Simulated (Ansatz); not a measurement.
Take Pt in the fcc (Cu type) structure (space group Fm-3m, No. 225; a = 3.895 Å; relaxed with 0.1 eV smearing) as the base. Axes: x, y, z lie along the cube axes.

Structures relaxed with LDA (Ansatz, a program for electronic structure), no spin-orbit coupling.

Base:

Simulated powder pattern, Cu Kα1, λ = 1.54056 Å (kinematic, ideal powder, no thermal factors, no anomalous dispersion; the 8 strongest lines at most, above 2 %, up to 2θ = 90°):

```csv
2θ (°),I/Imax (%),hkl
40.06,100,(111)
46.59,49,(200)
68.01,32,(220)
81.97,40,(311)
86.47,12,(222)
```

After one change:

Simulated powder pattern, Cu Kα1, λ = 1.54056 Å (kinematic, ideal powder, no thermal factors, no anomalous dispersion; the 8 strongest lines at most, above 2 %, up to 2θ = 90°):

```tsv
2θ (°)	I/Imax (%)
40.10	100
46.25	17
46.84	32
67.94	22
68.40	11
81.49	14
82.36	26
86.58	12
```

Problem. Which change produced these results?
(A) biaxial strain +2.50 %, plane normal [001], relaxed out of plane
(B) biaxial strain −0.50 %, plane normal [001], relaxed out of plane
(C) biaxial strain −3.00 %, plane normal [001], relaxed out of plane
(D) biaxial strain +1.00 %, plane normal [001], relaxed out of plane

Solution. B, biaxial strain −0.50 %, plane normal [001], relaxed out of plane. Its volume per atom is 14.73 Å³ against 14.78 Å³, and its space group is I4/mmm (No. 139).

No phonon test of stability was made. All final runs are without spin polarisation.
